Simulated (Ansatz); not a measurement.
```
Ag2O
1.0
    4.81234     0.00000     0.00000
    0.00000     4.81234     0.00000
    0.00000     0.00000     4.81234
Ag O
4 2
Direct
  0.75000   0.75000   0.75000
  0.75000   0.25000   0.25000
  0.25000   0.75000   0.25000
  0.25000   0.25000   0.75000
  0.00000   0.00000   0.00000
  0.50000   0.50000   0.50000
```

The cell was generated from a structure type, relaxed within its symmetry, and need not be the phase found at ambient conditions. At this level the gap is small or closed, and a narrow smearing was used. The cell is fixed at its relaxed static size. Melting and transitions to other phases are not modelled.

**Question.** Is this phase dynamically stable in the harmonic approximation, and at 300, 800 K by the stochastic self-consistent harmonic approximation in a 2×2×2 supercell, Ansatz (a program for electronic structure), PBE functional, plane-wave PAW? Give the softest mode in each case.

**Answer.** Harmonic: softest mode 16 cm⁻¹ at q = (0.00, 0.00, 0.50), so stable at the wave vectors of the supercell. 300 K: stable, softest second derivative of the free energy 21 cm⁻¹ (error under 1) at q = (0.00, 0.00, 0.50), at 0.5 GPa in this cell. 800 K: stable, softest second derivative of the free energy 23 cm⁻¹ (error 3) at q = (0.00, 0.50, 0.50), at 1.2 GPa in this cell. The verdict is statistical, holds for these wave vectors and this fixed cell alone, and errs towards stability where frames are few. Wave vectors are fractions of the primitive cell's reciprocal vectors.
